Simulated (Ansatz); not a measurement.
For SiSn (model structure, started from the CsCl type, Pm-3m, No. 221, 2 atoms in the cell), PBE in Ansatz (plane waves, PAW) gives:

```
Property                                Value
------------------------------  -------------
equilibrium lattice constant a        3.496 Å
enthalpy of formation           0.450 eV/atom
```

Task: What does PBE-D3(BJ) in Ansatz (plane waves, PAW) give for the same quantities?

Result: 
- lattice constant a: 3.443 Å (decreases by 1.5 %)
- formation enthalpy: 0.403 eV/atom (shrinks by 0.047 eV/atom)

Changes are worked out from the printed values.

Unless a cell is named, each level is at its own relaxed cell (PBE 21.37, PBE-D3(BJ) 20.41 Å³/atom).

Levels without +SOC leave out spin–orbit coupling, which shifts energies and cells of such heavy elements.

Caveats: a distance lies near a switch of the dispersion term, which can move the cell (PBE-D3(BJ)). Ansatz's density-functional and Hartree–Fock values are scalar-relativistic unless marked +SOC, with PAW data made under PBE.

A model structure was made by putting elements into a prototype or built by hand; it is no filed structure, need not be a known phase, and can be a saddle point held by its symmetry.

Ansatz is a first-principles code.
